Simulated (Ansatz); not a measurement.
A (6,3) carbon nanotube has 84 atoms in a period of 11.301 Å, a mean diameter of 6.31 Å, and lies 203 meV/atom over the flat sheet relaxed at the same level.

Computed with PBE (plane waves to 420 eV, PAW; Ansatz, a quantum-chemistry and plane-wave program). Mesh 1×1×6. No spin polarisation. One-dimensional cell, images about 11 Å apart. An idealised model, rolled from the flat sheet. It keeps the symmetry and period of its start, so it need not be a minimum against all distortions.

**Question.** Which bending rigidity of the sheet does this imply in the thin-plate picture?

**Answer.** A plate bent to radius R stores D/(2R²) an area. The area an atom is π × 6.31 × 11.301/84 = 2.67 Å², so the stored energy is 0.203/2.67 = 0.0760 eV/Å². With R = 3.155 Å, D = 2R² × 0.0760 = 1.5 eV.
